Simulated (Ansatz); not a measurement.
The structure below was relaxed with PBEsol in Ansatz (plane waves to 420 eV, PAW, scalar-relativistic without spin-orbit coupling), at pressure 0.7 GPa.

```
Ti2GaC
1.0
    3.04029     0.00000     0.00000
   -1.52015     2.63297     0.00000
    0.00000     0.00000    13.26937
Ti Ga C
4 2 2
Cartesian
  0.00000   1.75531   1.13497
  1.52015   0.87766  12.13440
  1.52015   0.87766   7.76965
  0.00000   1.75531   5.49971
  0.00000   1.75531   9.95202
  1.52015   0.87766   3.31734
  0.00000   0.00000   6.63468
  0.00000   0.00000   0.00000
```

Question: Find the space group and the Wyckoff positions.

Answer: Space group P6₃/mmc (No. 194); a = b = 3.040 Å, c = 13.269 Å, α = β = 90.00°, γ = 120.00°

| atom | site | symmetry | x | y | z |
|---|---|---|---|---|---|
| Ti | 4f | 3m. | 0.3333 | 0.6667 | 0.0855 |
| Ga | 2d | -6m2 | 0.6667 | 0.3333 | 0.2500 |
| C | 2a | -3m. | 0.0000 | 0.0000 | 0.0000 |

Question: Describe the coordination.

Answer: The crystal has 8 atoms in its conventional cell. Lattice parameters: a = 3.040 Å, b = 3.040 Å, c = 13.269 Å, α = 90.00°, β = 90.00°, γ = 120.00°. Ti is coordinated by 3 C at 2.090 Å and 3 Ga at 2.801 Å and 3 Ti at 2.869 Å and 6 Ti at 3.040 Å. Ga sees 6 Ti at 2.801 Å. C is surrounded by 6 Ti at 2.090 Å (octahedral). (Neighbours: up to the widest gap in distance over summed covalent radii, below 1.35, at either atom; cation-cation and far metal-metal contacts left out.)

Load acts through the strain it causes; cell and atoms are relaxed under it. Whether these cells are dynamically stable was not tested. All final runs are without spin polarisation. The cell was made from Ti₂GaC (space group P6_3/mmc, No. 194; a cell from a computed database, its experimental status unchecked) by this change: pressure 0.7 GPa.

Ansatz is a first-principles code.
